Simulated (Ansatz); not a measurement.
Amorphous Si18Pb6O42, 66 atoms at 3.72 g/cm³, one PBE-relaxed geometry, zone centre. Methods: PBE, scalar-relativistic without spin-orbit coupling (Ansatz, a program for electronic structure); r2SCAN, scalar-relativistic without spin-orbit coupling (Ansatz); HSE06, scalar-relativistic without spin-orbit coupling (Ansatz). Plane waves to 420 eV (r2SCAN 500 eV); exact exchange is cut at the cell's faces. At PBE the levels at the filled edge of the gap are localised (band-tail or defect states), and the nearest spread-out levels lie 4.0 eV apart at the zone centre. All rungs ran without spin polarisation.

It comes from a melt-quench run on a machine-learned potential (CHGNet), relaxed afterwards by DFT. O atoms were pushed apart under 1.9 Å during the dynamics, to hinder bonds among them. The hot cell started wider than the set density and was brought back towards it in steps. It is the lowest in DFT energy of 2 quenches. It is a model cell: composition and starting density were chosen by hand, and all elements were melted together. No dispersion term was used. Its density started from a set value of 3.98 and ended at 3.72 g/cm³. Cooling (nominally 210 K/ps over its main leg) ran many orders faster than in experiment, which tends to leave more defects and strain. A cell of this size samples the disorder only roughly. Volume and shape were free in the relaxation.

The relaxation ran on the zone centre alone. At PBE the level gap is 3.44 eV on a 2×2×2 Γ-centred mesh, and the spacing at the zone centre alone 3.45 eV.

Question: What zone-centre spacing does r2SCAN give, roughly?

Answer: 3.86 eV (+0.41 eV against PBE).

Question: What zone-centre spacing does HSE06 give, roughly?

Answer: 4.63 eV (+1.18 eV against PBE).

The highest filled and the lowest empty state spread over these numbers of atoms (participation numbers): PBE: 4.7 and 6.5; r2SCAN: 4.7 and 5.9; HSE06: 5.3 and 6.2.
